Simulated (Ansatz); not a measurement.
# Fermi-surface data of Cu (Fm-3m)

Input:

```
CELL_PARAMETERS angstrom
      0.00000     1.75147     1.75147
      1.75147     0.00000     1.75147
      1.75147     1.75147     0.00000
ATOMIC_POSITIONS crystal
  Cu 0.00000 0.00000 0.00000
```

Calculation: PBEsol, rigid bands (plane waves, PAW, scalar-relativistic; Ansatz, an electronic-structure program). Condition of this run: hydrostatic pressure 10 GPa (the target of the relaxation). Cell: cell and atoms relaxed with PBEsol, then loaded as said.

```
Property                                                          Result
------------------------------------  ----------------------------------
density of states at the Fermi level  0.289 states/(eV·cell), both spins
bare Sommerfeld coefficient                    0.68 mJ/(mol of atoms·K²)
Drude plasma energy                                               9.3 eV
root-mean-square Fermi velocity                                1.1e6 m/s
resistivity times τ                                     5.7 ×10⁻²² Ω·m·s
resistivity times mean free path                         6.3 ×10⁻¹⁶ Ω·m²
```

A metal at this level (no band gap); rigid bands, thermally averaged at 300 K, both spins. Spin-orbit coupling is left out. τ is one relaxation time for all states; the product of resistivity and mean free path takes one path for all states instead.
